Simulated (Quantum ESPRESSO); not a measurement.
Band structure of As2O3 (P2_1, 20 atoms in the cell).

```xyz
20
Lattice="8.8272 0.0000 0.0000 0.0000 4.6125 0.0000 -2.3925 0.0000 8.5967" Properties=species:S:1:pos:R:3 pbc="T T T"
As     1.1610     3.6680     7.8670
As     5.2737     1.3618     0.7297
As     0.6880     4.3440     0.9088
As     5.7467     2.0378     7.6880
As     2.6423     1.8882     3.3076
As     3.7924     4.1944     5.2891
As    -0.1944     1.7089     4.8568
As     6.6291     4.0152     3.7399
O      4.8888     3.1108     0.3991
O      1.5459     0.8046     8.1976
O      2.1760     3.4009     0.4309
O      4.2588     1.0947     8.1659
O      8.3385     2.9706     0.6662
O     -1.9038     0.6643     7.9306
O      3.5680     3.4143     3.6314
O      2.8668     1.1081     4.9653
O      0.9796     2.5277     3.6961
O      5.4551     0.2215     4.9007
O      7.6809     0.8600     3.5216
O     -1.2461     3.1663     5.0752
```

Method of the run: LDA (PZ), GBRV 1.5 ultrasoft (LDA) pseudopotentials (plane waves; Quantum ESPRESSO 7.5).

Settings: ecutwfc = 40 Ry; ecutrho = 200 Ry; occupations = fixed; potentials = {As: as_lda_v1.uspp.F.UPF, O: o_lda_v1.2.uspp.F.UPF}; K_POINTS = automatic 2 3 2 0 0 0; nbnd = 60; conv_thr = 1e-09 Ry; mixing_beta = 0.7.

The starting cell comes from a database of computed structures (which also holds hypothetical and non-ambient phases and stackings), without a prior relaxation at this level.

Task: Predict the gap along the standard path and the places of the band edges.

Result: The gap along the path is 3.32 eV, from Y to Γ; the smallest direct gap on it is 3.38 eV.

Levels in eV from the top of the valence band on the SCF mesh, bands 53 to 60:
```csv
point,53,54,55,56,57,58,59,60
Γ,-0.93,-0.76,-0.38,-0.06,3.32,3.50,3.70,3.82
Y,-0.82,-0.78,-0.30,0.00,3.52,3.54,3.64,3.74
H,-0.69,-0.46,-0.44,-0.21,3.47,3.52,3.62,3.72
C,-0.59,-0.56,-0.33,-0.30,3.50,3.50,3.66,3.70
E,-1.04,-1.04,-0.74,-0.74,3.59,3.59,3.69,3.69
M1,-1.06,-1.06,-0.73,-0.73,3.58,3.58,3.74,3.75
A,-1.05,-1.05,-0.69,-0.69,3.62,3.62,3.89,3.89
X,-0.65,-0.53,-0.33,-0.29,3.44,3.48,3.55,3.63
D,-1.14,-1.14,-0.72,-0.72,3.53,3.53,3.64,3.64
```
